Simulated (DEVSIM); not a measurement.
illuminated In0.53Ga0.47As p-on-n cell, one wavelength

Structure: illuminated In0.53Ga0.47As p-on-n cell, one wavelength, at 300 K.

| layer (left to right) | material | thickness (μm) | Nd (cm⁻³) | Na (cm⁻³) | τn (s) | τp (s) | absorption coefficient (cm⁻¹) |
|---|---|---|---|---|---|---|---|
| 1 | In0.53Ga0.47As | 0.400 | - | 6.7e17 | 5.1e-10 | 3.2e-11 | 6000 |
| 2 | In0.53Ga0.47As | 2.80 | 1e15 | - | 1.7e-9 | 1.7e-9 | 6000 |

Left contact: ohmic, minority electron recombination velocity 3000 cm/s. Right contact: ohmic, minority hole recombination velocity 40 cm/s. Voltage is applied to the left contact. Recombination: SRH at mid-gap, radiative, Auger. Light enters at the left, 3.2e16 photons cm⁻² s⁻¹, one pass, no reflection. Mobility is μmin + (μ − μmin)/(1 + (N/Nref)^α).

The device is made up for the run: typed textbook-type constants, with dimensions and the other settings drawn at random. Values at 300 K.

| parameter | In0.53Ga0.47As |
|---|---|
| gap (eV) | 0.74 |
| affinity (eV) | 4.51 |
| permittivity | 13.9 |
| Nc (cm⁻³) | 2.1e17 |
| Nv (cm⁻³) | 7.7e18 |
| μn (cm²/Vs) | 12000 |
| μp (cm²/Vs) | 300 |
| μn,min | 300 |
| μp,min | 10 |
| Nref,n | 1.3e17 |
| Nref,p | 4.9e17 |
| αn | 0.48 |
| αp | 0.4 |
| B (cm³/s) | 9.6e-11 |
| Cn (cm⁶/s) | 5e-29 |
| Cp (cm⁶/s) | 5e-29 |

DEVSIM, 1D drift-diffusion, Boltzmann statistics, complete ionisation; no tunnelling, impact ionisation, image-force lowering or self-heating.

```json
{
  "potential_step_across_the_device_at_zero_bias": "0.539 V",
  "largest_field_in_the_device_at_zero_bias": "42000 V/cm",
  "Dark forward voltage at 1 A/cm²": "0.303 V",
  "Dark forward voltage at 100 A/cm²": "0.496 V",
  "short_circuit_current": "3.59 mA/cm²",
  "open_circuit_voltage": "0.096 V",
  "fill_factor": "0.39",
  "largest_power": "0.132 mW/cm²",
  "share_of_generated_pairs_collected_at_short_circuit": "0.820"
}
```

Dark forward current:

| V (V) | J (A/cm²) |
|---|---|
| 0.05 | 0.00099 |
| 0.10 | 0.0039 |
| 0.15 | 0.014 |
| 0.20 | 0.051 |
| 0.25 | 0.21 |
| 0.30 | 0.92 |
| 0.35 | 3.9 |
| 0.40 | 14 |
| 0.45 | 39 |
| 0.50 | 110 |
| 0.55 | 300 |
| 0.60 | 850 |
| 0.65 | 2600 |

Current under light (generator sign):

```tsv
V (V)	J (mA/cm²)
0.00	3.59
0.02	3.28
0.04	2.84
0.06	2.19
0.08	1.18
0.10	-0.421
```
